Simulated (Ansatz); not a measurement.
Amorphous Si$_{24}$O$_{49}$Mn, 74 atoms at 2.26 g/cm³, one PBE-relaxed geometry, zone centre. Methods: PBE, scalar-relativistic without spin-orbit coupling (Ansatz, a program for electronic structure); r2SCAN, scalar-relativistic without spin-orbit coupling (Ansatz); HSE06, scalar-relativistic without spin-orbit coupling (Ansatz). Plane waves to 420 eV (r2SCAN 500 eV); exact exchange is cut at the cell's faces. In the spin-polarised cell the level spacing at the Fermi energy can part levels of unlike spin. At PBE the levels at both edges of the gap are localised (band-tail or defect states), and the nearest spread-out levels lie 5.2 eV apart at the zone centre.

Preparation: random packing, a CHGNet melt and quench, and a DFT relaxation. O atoms were pushed apart under 1.9 Å during the dynamics, to hinder bonds among them. The hot cell started wider than the set density and was brought back towards it in steps. It is the lowest in DFT energy of 3 quenches. It is a model cell: composition and starting density were chosen by hand, and all elements were melted together. No dispersion term was used. Its density started from a set value of 2.26 and ended at 2.26 g/cm³. The quench (nominally 320 K/ps over its main leg) was far faster than any real one, so the model tends to hold more defects than a real film. One small periodic cell is one sample of the glass; other quenches scatter about these values. The volume was held where the preparation left it and the shape relaxed, at a PBE pressure of 0.7 GPa. Stress components on the final sampling reach 0.7 GPa.

The relaxation ran on the zone centre alone. At PBE the level spacing at the Fermi energy is 2.34 eV on a 2×2×2 Γ-centred mesh, and the spacing at the zone centre alone 2.34 eV.

What zone-centre spacing does r2SCAN give, roughly?

3.39 eV (+1.05 eV against PBE).

What zone-centre spacing does HSE06 give, roughly?

4.90 eV (+2.55 eV against PBE).

The highest filled and the lowest empty state spread over these numbers of atoms (participation numbers): PBE: 2.3 and 1.6; r2SCAN: 2.4 and 9.1; HSE06: 3.1 and 30.3.
